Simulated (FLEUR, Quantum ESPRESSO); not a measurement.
A FLEUR input for a self-consistent single point of Ba (Im-3m, 1 atom in the cell) (DFT, PBE, all-electron FLAPW (FLEUR), scalar-relativistic valence):

Input of the input generator:

```
Ba FLAPW
&input film=f /
-4.7892217348 4.7892217348 4.7892217348
4.7892217348 -4.7892217348 4.7892217348
4.7892217348 4.7892217348 -4.7892217348
1.0
1.0 1.0 1.0

1
56 0.0000000000 0.0000000000 0.0000000000

&comp jspins=1 /
&kpt div1=9 div2=9 div3=9 /
&end /
```

```xml
<?xml version="1.0" encoding="UTF-8" standalone="no"?>
<fleurInput fleurInputVersion="0.39">
   <comment>
      Ba FLAPW                                                                                            
   </comment>
   <calculationSetup>
      <cutoffs Kmax="3.8" Gmax="15.2" GmaxXC="15.2" numbands="0"/>
      <scfLoop itmax="80" minDistance="0.00001" maxIterBroyd="15" imix="Anderson" alpha="0.05" precondParam="0.0" spinf="2.0"/>
      <coreElectrons ctail="T" frcor="F" kcrel="0" coretail_lmax="0"/>
      <xcFunctional name="pbe" relativisticCorrections="F"/>
      <magnetism jspins="1"/>
      <soc l_soc="F" theta="0.0" phi="0.0" spav="F"/>
      <expertModes spex="0" secvar="F"/>
      <geometryOptimization l_f="T" forcealpha="1.0" forcemix="BFGS" epsdisp="0.00001" epsforce="0.00001"/>
      <ldaU l_linMix="F" mixParam="0.05" spinf="1.0"/>
   </calculationSetup>
   <cell>
      <bzIntegration valenceElectrons="10.0" mode="hist" fermiSmearingEnergy="0.00367493">
         <kPointListSelection listName="default-1"/>
         <!-- k-points included here -->
         <xi:include xmlns:xi="http://www.w3.org/2001/XInclude" href="kpts.xml"> </xi:include>
      </bzIntegration>
      <!-- symmetry operations included here -->
      <xi:include xmlns:xi="http://www.w3.org/2001/XInclude" href="sym.xml"> </xi:include>
      <bulkLattice scale="1.0">
         <bravaisMatrix>
            <row-1>   -4.7892217347999999     4.7892217347999999     4.7892217347999999</row-1>
            <row-2>    4.7892217347999999    -4.7892217347999999     4.7892217347999999</row-2>
            <row-3>    4.7892217347999999     4.7892217347999999    -4.7892217347999999</row-3>
         </bravaisMatrix>
      </bulkLattice>
   </cell>
   <atomSpecies>
      <species name="Barium (Ba)" element="Ba" atomicNumber="56">
         <mtSphere radius="2.68" gridPoints="925" logIncrement="0.014"/>
         <atomicCutoffs lmax="10" lnonsphr="8"/>
         <electronConfig flipSpins="F">
            <coreConfig>(1s1/2) (2s1/2) (2p1/2) (2p3/2) (3s1/2) (3p1/2) (3p3/2) (4s1/2) (3d3/2) (3d5/2) (4p1/2) (4p3/2) (4d3/2) (4d5/2)</coreConfig>
            <valenceConfig>(5s1/2) (5p1/2) (5p3/2) (6s1/2)</valenceConfig>
         </electronConfig>
         <energyParameters s="6" p="6" d="5" f="4"/>
         <lo type="SCLO" l="0" n="5" eDeriv="0"/>
         <lo type="SCLO" l="1" n="5" eDeriv="0"/>
      </species>
   </atomSpecies>
   <atomGroups>
      <atomGroup species="Barium (Ba)">
         <relPos label="                   1">.0000000000 .0000000000 .0000000000</relPos>
         <force calculate="T" relaxXYZ="TTT"/>
      </atomGroup>
   </atomGroups>
   <output dos="F" band="F" slice="F">
      <checks vchk="F" cdinf="F"/>
      <bandDOS minEnergy="-.5*Htr" maxEnergy="0.5*Htr" sigma="0.015" storeEVData="T"/>
      <vacuumDOS vacdos="F" integ="F" star="F" nstars="0" locx1="0.0" locy1="0.0" locx2="0.0" locy2="0.0" nstm="0" tworkf="0.0"/>
      <unfoldingBand unfoldBand="F" supercellX="1" supercellY="1" supercellZ="1"/>
      <plotting iplot="0" polar="F">
         <plot TwoD="T" vec1="  1.0  0.0  0.0" vec2="  0.0  1.0  0.0" vec3="  0.0  0.0  1.0" zero="  0.0  0.0  0.0" file="plot"/>
      </plotting>
      <chargeDensitySlicing numkpt="0" minEigenval="0.0" maxEigenval="0.0" nnne="0" pallst="F"/>
      <specialOutput eonly="F"/>
      <magneticCircularDichroism mcd="F" energyLo="-10.0" energyUp="0.0"/>
   </output>
  <!-- We include the file relax.xml here to enable relaxations (see documentation) -->
  <xi:include xmlns:xi="http://www.w3.org/2001/XInclude" href="relax.xml"> <xi:fallback/> </xi:include>
</fleurInput>
```

Q: Translate this input to Quantum ESPRESSO.

A: One input that does it (others would too):

```fortran
&control
    calculation = 'scf'
    prefix = 'pwscf'
    outdir = './tmp/'
    pseudo_dir = './'
    tprnfor = .true.
    tstress = .true.
/
&system
    ibrav = 0
    celldm(1) = 8.2951753733
    nat = 1
    ntyp = 1
    ecutwfc = 60
    occupations = 'smearing'
    smearing = 'fd'
    degauss = 0.0073499
/
&electrons
    conv_thr = 1.0d-9
    mixing_beta = 0.4
/
ATOMIC_SPECIES
Ba   137.3270  Ba.upf
CELL_PARAMETERS alat
  -0.5773502692     0.5773502692     0.5773502692
   0.5773502692    -0.5773502692     0.5773502692
   0.5773502692     0.5773502692    -0.5773502692
ATOMIC_POSITIONS crystal
Ba    0.0000000000    0.0000000000    0.0000000000
K_POINTS automatic
9 9 9  0 0 0
```

Basis, cutoffs, solver keys and any potentials are the target program's own. This input uses DFT, PBE, plane waves, PseudoDojo standard norm-conserving (PBE) pseudopotentials.

The starting cell has typed, rounded lattice constants, without a prior relaxation at this level. Its lattice was rescaled by a random factor within 2.5 % of one.
